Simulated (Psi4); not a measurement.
Psi4 1.11, unrestricted PBE/def2-tzvp: Ga(Cl) anion ([Cl][Ga]), charge -1, multiplicity 2, 2 atoms. The geometry is a generated start, not checked to be a minimum at this level.

```
Quantity                             Result
--------------------------  ---------------
task                                 energy
method                                  pbe
basis                             def2-tzvp
memory                                 3 GB
maxiter                                 100
keys of the molecule block      symmetry c1
scf_type                       df (default)
diis_max_vecs                  10 (default)
e_convergence               1e-06 (default)
d_convergence               1e-06 (default)
dft_radial_points              75 (default)
dft_spherical_points          302 (default)
basis functions                          85
grid points                           42377
```

```xyz
2

Ga    -0.6408    -0.6144    -0.6241
Cl     0.6408     0.6144     0.6241
```

Charge -1 and multiplicity 2 are set for this test and not shown to be the ground state.

With the defaults (diis = true, scf_initial_accelerator = adiis, damping_percentage = 0, soscf = false, guess = auto, which took SAD, level_shift = 0, level_shift_cutoff = 0.01) it converges in 11 SCF iterations. One run each on 2 threads, with these changes:
- soscf = true
- guess = sapgau
- level_shift = 0.5, level_shift_cutoff = 0.001
- scf_initial_accelerator = ediis
- guess = sap
- diis = false, scf_initial_accelerator = none, damping_percentage = 60
- guess = gwh
- guess = sadno
- damping_percentage = 20

Problem. Which runs fail or end elsewhere than the default run?

Solution. No convergence: diis = false, scf_initial_accelerator = none, damping_percentage = 60 (the run ends without SCF convergence in 100 iterations). The rest reach the solution of the defaults.

```
setting                                                                SCF iterations  JK calls             end
---------------------------------------------------------------------  --------------  --------  --------------
soscf = true                                                                        8        24   same solution
guess = sapgau                                                                      9         9   same solution
guess = sap                                                                         9         9   same solution
scf_initial_accelerator = ediis                                                    10        11   same solution
the defaults                                                                       11        12   same solution
guess = sadno                                                                      11        11   same solution
guess = gwh                                                                        13        13   same solution
level_shift = 0.5, level_shift_cutoff = 0.001                                      15        16   same solution
damping_percentage = 20                                                            24        25   same solution
diis = false, scf_initial_accelerator = none, damping_percentage = 60             100       101  no convergence
```

An SOSCF iteration holds several JK calls; a Hückel guess adds calls on atoms. 1 further run of the study ended by our limits or in an error and is left out.
